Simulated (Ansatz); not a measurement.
The starting structures come from a database of crystals and need not be the phases stable at ambient conditions.

 Where the default PAW files enter, the runs use the earlier of Ansatz's two default sets.

Consider the following.

```xyz
12
Lattice="5.5107 0.0000 0.0000 -2.2828 5.0156 0.0000 1.6139 2.5078 4.6340" Properties=species:S:1:pos:R:3 pbc="T T T"
Hf     0.0000     0.0000     0.0000
Hf     0.4725     5.0156     2.3170
Si     4.3693     2.5078     2.3170
Si     1.6139     2.5078     0.0000
O      4.5328     5.4582     3.7762
O      5.6742     2.9504     3.1748
O      1.4762     3.8788     0.8578
O      4.2315     3.8788     1.4592
O      3.0643     2.0652     3.1748
O      1.7517     1.1368     0.8578
O      4.5070     1.1368     1.4592
O      1.9229     4.5730     3.7762
```

Space group of this cell: I4_1/amd. The cell is taken as given; by r2SCAN its mean pressure is 2.1 GPa.

The current runs along the normal of the first two printed vectors, the (110) plane. All runs by Ansatz (an electronic-structure program), plane waves and PAW, without spin-orbit coupling; the base is r2SCAN.

```json
[
 {"run": "base", "mean pressure (GPa)": "2.1", "gap (eV)": "6.09", "mid-gap κ (1/Å)": "0.462"},
 {"run": "all lengths scaled by 0.98", "mean pressure (GPa)": "20.4", "gap (eV)": "…", "mid-gap κ (1/Å)": "…"},
 {"run": "all lengths scaled by 1.02", "mean pressure (GPa)": "-11.8", "gap (eV)": "5.78", "mid-gap κ (1/Å)": "0.442"},
 {"run": "lda in place of r2scan", "mean pressure (GPa)": "-3.9", "gap (eV)": "…", "mid-gap κ (1/Å)": "…"},
 {"run": "lengths across the current scaled by 0.98, ions clamped", "mean pressure (GPa)": "14.1", "gap (eV)": "6.26", "mid-gap κ (1/Å)": "0.473"},
 {"run": "lengths across the current scaled by 1.02, ions clamped", "mean pressure (GPa)": "-7.8", "gap (eV)": "5.85", "mid-gap κ (1/Å)": "0.449"},
 {"run": "lengths along the current scaled by 0.97, ions clamped", "mean pressure (GPa)": "10.3", "gap (eV)": "6.18", "mid-gap κ (1/Å)": "0.472"},
 {"run": "lengths along the current scaled by 1.03, ions clamped", "mean pressure (GPa)": "-4.9", "gap (eV)": "5.88", "mid-gap κ (1/Å)": "0.450"},
 {"run": "pbesol in place of r2scan", "mean pressure (GPa)": "2.3", "gap (eV)": "…", "mid-gap κ (1/Å)": "…"}
]
```

Problem. Fill in the missing entries.

Solution. 
- all lengths scaled by 0.98, gap (eV): 6.40
- all lengths scaled by 0.98, mid-gap κ (1/Å): 0.480
- lda in place of r2scan, gap (eV): 5.33
- lda in place of r2scan, mid-gap κ (1/Å): 0.432
- pbesol in place of r2scan, gap (eV): 5.41
- pbesol in place of r2scan, mid-gap κ (1/Å): 0.430
